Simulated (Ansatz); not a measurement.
Here is the system:

Host crystal: wurtzite GaN, with a band gap (PBE, scalar-relativistic without spin-orbit coupling).

End structure of H on the (0001) surface of wurtzite GaN (2x2 N adatom at H3; a constructed slab, bottom: 3 H on 4 bottom sites), one in a cell of 36 Å², started at the site 'over Ga at depth 1.1 Å #2':

```
CELL_PARAMETERS angstrom
      6.43695     0.00000     0.00000
     -3.21848     5.57456     0.00000
      0.00000     0.00000    32.50000
ATOMIC_POSITIONS crystal
  N  0.33363 0.16637 0.33318
  N  0.83274 0.16638 0.33321
  N  0.33362 0.66726 0.33321
  N  0.83335 0.66665 0.33094
  Ga 0.16669 0.33331 0.35247
  Ga 0.67403 0.34816 0.35132
  Ga 0.15184 0.82597 0.35132
  Ga 0.67410 0.82590 0.35124
  N  0.16667 0.33333 0.41225
  N  0.66667 0.33333 0.41225
  N  0.16667 0.83333 0.41225
  N  0.66667 0.83333 0.41225
  Ga 0.33333 0.16667 0.43213
  Ga 0.83333 0.16667 0.43213
  Ga 0.33333 0.66667 0.43213
  Ga 0.83333 0.66667 0.43213
  N  0.33312 0.16688 0.49233
  N  0.83456 0.16848 0.49280
  N  0.33152 0.66544 0.49280
  N  0.83413 0.66587 0.49286
  Ga 0.16789 0.33210 0.51313
  Ga 0.66426 0.33218 0.51294
  Ga 0.16781 0.83574 0.51295
  Ga 0.66667 0.83330 0.51204
  N  0.16896 0.33097 0.57411
  N  0.66187 0.33091 0.57400
  N  0.16904 0.83808 0.57400
  N  0.66654 0.83336 0.57225
  Ga 0.33335 0.16662 0.59755
  Ga 0.83287 0.16604 0.59227
  Ga 0.33385 0.66704 0.59227
  Ga 0.83298 0.66695 0.59221
  N  0.33327 0.16669 0.66584
  N  0.83150 0.16329 0.65238
  N  0.33655 0.66837 0.65239
  N  0.83159 0.66831 0.65232
  Ga 0.15310 0.34674 0.67770
  Ga 0.69343 0.34681 0.67769
  Ga 0.15309 0.80652 0.67770
  Ga 0.66661 0.83327 0.66917
  H  0.33200 0.16800 0.30162
  H  0.83602 0.16807 0.30164
  H  0.33193 0.66398 0.30164
  N  0.99980 0.50004 0.71438
  H  0.99931 0.49984 0.74590
```

Set-up: 45 atoms, 13.4 Å thick at the start with caps and adatoms under the adsorbate (thin: gaps and levels are the slab's own); mesh 4x4x1; 0.01 eV smearing; dipole correction on; 23 atoms held, the rest relaxed; no symmetry held; spin-polarised, ending with about 0.1 μB a cell, a value that depends on the mesh; orders that need a larger cell were not tried, no spin-orbit, no U, no dispersion correction. The slab shows no gap over 0.04 eV on its mesh. At the end it is bonded to N. In PBE it is, or lies within 0.03 eV of, the lowest of the starts that converged.

A negative adsorption energy means that the adsorbate is more stable on the surface than in its reference.

Task: What adsorption energy against ½ H2(g) does PBE run with Ansatz (a program for electronic structure) give?

Result: -34.4 kcal/mol

Task: What is the computed change of the step from the bottom to the top vacuum level, against the clean slab (PBE)?

Result: -1.91 eV
